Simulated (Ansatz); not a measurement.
CdTe (within 0.1 Å of P6₄22, No. 181, 6 atoms in the cell; start mp-1492; a measured phase of this formula has another space group) was calculated with LDA in Ansatz (PAW).

Numerical settings: plane-wave cutoff 520 eV, 18×18×6 k mesh (along the axes of the cell as run), Fermi–Dirac smearing 0.05 eV, scalar-relativistic PAW data made under PBE.

Cell (relaxed at this level):

```xyz
6
Lattice="4.4717 0.0000 0.0000 -2.2358 3.8726 0.0000 0.0000 0.0000 10.1306" Properties=species:S:1:pos:R:3 pbc="T T T"
Cd    -1.1044     1.9129     6.7537
Cd     1.1314     1.9597     0.0000
Cd     2.2088     0.0000     3.3769
Te    -1.1110     1.9243     1.6884
Te     1.1248     1.9483     5.0653
Te     2.2220     0.0000     8.4422
```

Question: Predict the band gap and smallest direct gap on the k points sampled.

Answer: 
- band gap: 0.08 eV (under three smearing widths, so not firm)
- smallest direct gap on the k points sampled: 0.15 eV

Spin–orbit coupling is not included; it can close the smallest gap of 0.08 eV.

The result took about 3 core-minutes (a rough figure).

A start named mp-… is a Materials Project structure, which need not be a measured phase.

Ansatz is a quantum-chemistry and plane-wave program.
